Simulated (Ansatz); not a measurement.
Consider SnTe in the rock salt structure (space group Fm-3m, No. 225).

```yaml
crystal:
  lattice:
    - [0.00000, 3.18483, 3.18483]
    - [3.18483, 0.00000, 3.18483]
    - [3.18483, 3.18483, 0.00000]
  atoms:
    - { symbol: Te, position: [0.00000, 0.00000, 0.00000] }
    - { symbol: Sn, position: [0.50000, 0.50000, 0.50000] }
```

Cartesian axes are those of the cell as printed.

Level of theory: plane-wave PAW DFT at the r2SCAN level (Ansatz, a quantum-chemistry and plane-wave program, 500 eV), spin-orbit coupling left out.

For the base:

| Item | Result |
|---|---|
| Band gap | 0.13 eV |
| Shortest interatomic distance | 3.185 Å |

Modification: uniaxial stress, 1 GPa compression along z; all other stress components relax to zero.

Task: Predict the new band gap, strain response, energy relative to the base and shortest interatomic distance.

Result: The band gap drops by 0.03 eV to 0.10 eV; the strain response (xx, yy, zz) is (+0.02, +0.02, −0.76) %; the energy increases by 0.7 meV/atom; the shortest interatomic distance shrinks by 0.024 Å (3.185 Å → 3.161 Å).

Spin-orbit coupling, missing from the scalar runs, can matter with Te. Beyond what the load breaks, stability against distortions was not tested. A zero or small gap of SnTe can be the functional's error rather than a property of the material.
